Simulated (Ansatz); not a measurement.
A periodic model of amorphous Hf18O39Al2:

```xyz
59
Lattice="8.9143 0.3206 -0.0426 0.3206 8.8923 0.2421 -0.0426 0.2421 9.3963" Properties=species:S:1:pos:R:3 pbc="T T T"
Hf     3.0264     6.6459     2.1725
Hf     2.7390     5.4795     8.4897
Hf     4.6517     2.7532     8.6306
Hf     7.7352     1.4037     7.6957
Hf     2.1867     2.6091     6.5153
Hf     7.4132     3.0851     1.0132
Hf     8.7877     8.8416     2.4521
Hf     6.8976     6.1038     2.8745
Hf     8.1337     2.5561     4.3928
Hf     7.4426     7.6402     5.8142
Hf     2.3250     0.7327     3.7509
Hf     1.2266     4.1976     2.6482
Hf     4.2188     3.5596     2.7900
Hf     1.6201     1.5198     0.3227
Hf     5.1113     1.3938     5.4381
Hf     4.3101     8.2770     7.9484
Hf     6.0818     4.5423     6.3128
Hf     7.6299     6.8127     9.0835
O      8.4523     1.0881     0.3325
O      0.4892     3.1452     0.9872
O      8.2203     8.3378     7.7649
O      0.8294     1.6280     7.6680
O      2.8147     4.8937     3.9208
O      2.4959     2.4158     2.2753
O      7.4364     1.7708     2.5883
O      7.2474     1.1232     5.6259
O      0.6294     5.5732     8.4949
O      7.5314     7.5983     1.4302
O      7.5183     7.8928     3.8093
O      2.8872     4.7131     1.3389
O      7.3525     5.9430     7.1656
O      4.7146     4.7885     7.9933
O      5.5340     8.2782     6.1009
O      6.0017     3.2532     4.5863
O      7.1748     5.0773     1.0009
O      5.7586     7.3624     8.7749
O      6.8113     3.1581     8.4523
O      6.3536     5.9410     4.9210
O      0.3372     0.4271     4.0315
O      3.0019     0.8336     5.8083
O      1.0050     6.2338     2.3726
O      4.9636     5.7051     2.5665
O      0.4616     6.3704     5.5785
O      2.0029     8.8249     2.0098
O      2.9275     7.5440     4.1222
O      1.9567     4.6309     6.4768
O      3.1578     7.2361     9.5336
O      1.3105     2.6593     4.6004
O      8.1662     4.3872     3.2511
O      4.2735     2.9968     6.4277
O      5.2531     2.9228     1.1950
O      3.3588     1.0250     8.9069
O      8.1355     3.7942     6.1727
O      4.2961     1.5619     3.6170
O      2.6040     3.3224     8.6192
O      5.5570     1.1415     7.6841
O      3.1179     6.8486     6.9067
Al     2.3099     6.2394     5.3451
Al     0.1706     5.0359     6.8027
```

Level of theory: PBE, scalar-relativistic without spin-orbit coupling (plane waves to 420 eV, PAW; Ansatz, a quantum-chemistry and plane-wave program).

Preparation: random packing, a CHGNet melt and quench, and a DFT relaxation. O atoms were pushed apart under 1.9 Å during the dynamics, to hinder bonds among them. The hot cell started wider than the set density and was brought back towards it in steps. It is the lowest in DFT energy of 2 quenches. It is a model cell: composition and starting density were chosen by hand, and all elements were melted together. No dispersion term was used. Its density started from a set value of 8.56 and ended at 8.69 g/cm³. Cooling (nominally 450 K/ps over its main leg) ran many orders faster than in experiment, which tends to leave more defects and strain. A cell of this size samples the disorder only roughly. Volume and shape were free in the relaxation.

Bonds are counted up to Hf-Hf 3.34 Å, Hf-O 2.80 Å, Hf-Al 3.00 Å, O-O 1.58 Å, O-Al 2.24 Å, Al-Al 2.66 Å. Two cations that share two anions don't count as bonded, nor two that share one unless they lie closer than Hf-Hf 3.25 Å, Hf-Al 2.92 Å, Al-Al 2.59 Å.

Problem. Give the coordination numbers, mean bond lengths and angles.

Solution. 
- Mean coordination of Hf by anions: 6.78 (4 with 6, 14 with 7)
- Mean coordination of O: 3.38 (1 with 2, 22 with 3, 16 with 4)
- Mean coordination of Al by anions: 5.00 (2 with 5)
- Mean Hf-O bond: 2.171 Å (spread 0.137 Å, 122 counted)
- Mean O-Al bond: 1.896 Å (spread 0.062 Å, 10 counted)
- Bond angle at Hf: mean 101.8°, spread 29.9°
- Bond angle at O: mean 111.6°, spread 17.5°
- Bond angle at Al: mean 106.9°, spread 26.6°

Problem. List the pairs of like atoms that count as bonded by the rules above.

Solution. There are none by these rules.
